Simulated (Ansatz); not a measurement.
Base system: SnS in the GeS type structure (space group Pnma, No. 62).

```
SnS
1.0
   11.15548     0.00000     0.00000
    0.00000     3.99991     0.00000
    0.00000     0.00000     4.26082
Sn S
4 4
Direct
  0.61842   0.75000   0.61176
  0.88158   0.25000   0.11176
  0.38158   0.25000   0.38824
  0.11842   0.75000   0.88824
  0.35287   0.75000   0.97526
  0.14713   0.25000   0.47526
  0.64713   0.25000   0.02474
  0.85287   0.75000   0.52474
```

Computed with Kohn–Sham DFT with the PBE-D3(BJ) functional, run in Ansatz (a quantum-chemistry and plane-wave program) with PAW and 420 eV plane waves, scalar-relativistic without spin-orbit coupling, earlier PAW set.

Before the change:

| Quantity | Result |
|---|---|
| Gap character | indirect, Γ–Z (83 % along) → Y–Γ (33 % along) |

The change: every lattice vector is stretched by 1.96 %, atoms relaxed at fixed cell.

**Question.** What does the calculation give for the mean gap deformation potential ΔEg/Δln V, energy relative to the base and gap character after the change?

**Answer.** The mean gap deformation potential ΔEg/Δln V is +5.2 eV; the energy rises by 8.8 meV/atom; the gap character is still indirect, Γ–Z (83 % along) → Y–Γ (33 % along).

The cells carry an imposed strain or load. No phonon test of stability was made.
